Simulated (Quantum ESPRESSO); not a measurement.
```
CELL_PARAMETERS angstrom
      4.39533     0.00000     0.00000
      0.00000     4.39533     0.00000
      0.00000     0.00000     4.39533
ATOMIC_POSITIONS crystal
  La 0.00000 0.00000 0.01138
  B  0.50000 0.50000 0.50000
  Pd 0.00000 0.50000 0.50000
  Pd 0.50000 0.00000 0.50000
  Pd 0.50000 0.50000 0.00000
```

Method: PBEsol, GBRV 1.5 ultrasoft (PBESOL) pseudopotentials (plane waves; Quantum ESPRESSO).

The set-up and first iterations of a Quantum ESPRESSO log for LaBPd3 (P4mm, 5 atoms in the cell):

```
     Message from routine iosys:
     BEWARE:  force calculation with tetrahedra (not recommanded)
     Message from routine iosys:
     BEWARE: stress calculation with tetrahedra (not recommanded)
     Message from routine setup:
     using ibrav=0 with symmetry is DISCOURAGED, use correct ibrav instead
     [opt_tetra]  Optimized tetrahedron method is used.
     G-vector sticks info
     --------------------
     sticks:   dense  smooth     PW     G-vecs:    dense   smooth      PW
     Sum        1757     877    241                55467    19549    2945

     bravais-lattice index     =            0
     lattice parameter (alat)  =       8.3060  a.u.
     unit-cell volume          =     573.0229 (a.u.)^3
     number of atoms/cell      =            5
     number of atomic types    =            3
     number of electrons       =        62.00
     number of Kohn-Sham states=           37
     kinetic-energy cutoff     =      40.0000  Ry
   [... lines left out ...]

      8 Sym. Ops. (no inversion) found

   Cartesian axes

     site n.     atom                  positions (alat units)
         1        La     tau(   1) = (   0.0000000   0.0000000   0.0113760  )
         2        B      tau(   2) = (   0.5000000   0.5000000   0.5000000  )
         3        Pd     tau(   3) = (   0.0000000   0.5000000   0.5000000  )
         4        Pd     tau(   4) = (   0.5000000   0.0000000   0.5000000  )
         5        Pd     tau(   5) = (   0.5000000   0.5000000   0.0000000  )

     number of k points=     6 (tetrahedron method)
                       cart. coord. in units 2pi/alat
        k(    1) = (   0.0000000   0.0000000   0.0000000), wk =   0.0740741
        k(    2) = (   0.0000000   0.0000000   0.3333333), wk =   0.1481481
        k(    3) = (   0.0000000   0.3333333   0.3333333), wk =   0.5925926
        k(    4) = (   0.3333333   0.3333333   0.3333333), wk =   0.5925926
        k(    5) = (   0.3333333   0.0000000   0.0000000), wk =   0.2962963
        k(    6) = (   0.3333333  -0.3333333   0.0000000), wk =   0.2962963

     Dense  grid:    55467 G-vectors     FFT dimensions: (  48,  48,  48)

     Smooth grid:    19549 G-vectors     FFT dimensions: (  36,  36,  36)

     Initial potential from superposition of free atoms

     starting charge      60.4703, renormalised to      62.0000

     negative rho (up, down):  3.152E-01 0.000E+00
     Self-consistent Calculation

     iteration #  1     ecut=    40.00 Ry     beta= 0.70

     negative rho (up, down):  2.257E-01 0.000E+00

     total energy              =    -672.39268911 Ry
     estimated scf accuracy    <      40.09284507 Ry

     iteration #  2     ecut=    40.00 Ry     beta= 0.70

     negative rho (up, down):  2.401E-01 0.000E+00

     total energy              =    -699.44655920 Ry
     estimated scf accuracy    <     103.60336416 Ry

     iteration #  3     ecut=    40.00 Ry     beta= 0.70

     negative rho (up, down):  2.424E-01 0.000E+00

     total energy              =    -706.15684866 Ry
     estimated scf accuracy    <      11.80764475 Ry
```

How does the run end?

The run ended unconverged after 100 iterations. It gives no final result for the task that was set. Warnings to mind: c_bands:  1 eigenvalues not converged. The log goes on:

```
   [... 95 blocks of this kind left out ...]

     iteration # 99     ecut=    40.00 Ry     beta= 0.70

     negative rho (up, down):  2.999E-01 0.000E+00

     total energy              =    -704.66262733 Ry
     estimated scf accuracy    <       0.00004315 Ry

     iteration #100     ecut=    40.00 Ry     beta= 0.70

     negative rho (up, down):  2.999E-01 0.000E+00

     total energy              =    -704.66264940 Ry
     estimated scf accuracy    <       0.00062628 Ry
     End of self-consistent calculation

     convergence NOT achieved after 100 iterations: stopping

   JOB DONE.
```

The starting cell comes from a database of computed structures (which also holds hypothetical and non-ambient phases and stackings), without a prior relaxation at this level. Its lattice was rescaled by up to half a per cent. One atom was moved a little off its site on purpose.

The run was DFT, PBEsol, plane waves, GBRV 1.5 ultrasoft (PBESOL) pseudopotentials. Main settings of its input:

```
key                                                                                              value
-----------  -----------------------------------------------------------------------------------------
ecutwfc                                                                                          40 Ry
ecutrho                                                                                         320 Ry
occupations                                                                             tetrahedra_opt
potentials   {La: la_pbesol_v1.uspp.F.UPF, B: b_pbesol_v1.4.uspp.F.UPF, Pd: pd_pbesol_v1.4.uspp.F.UPF}
K_POINTS                                                                         automatic 3 3 3 0 0 0
conv_thr                                                                                      1e-09 Ry
```
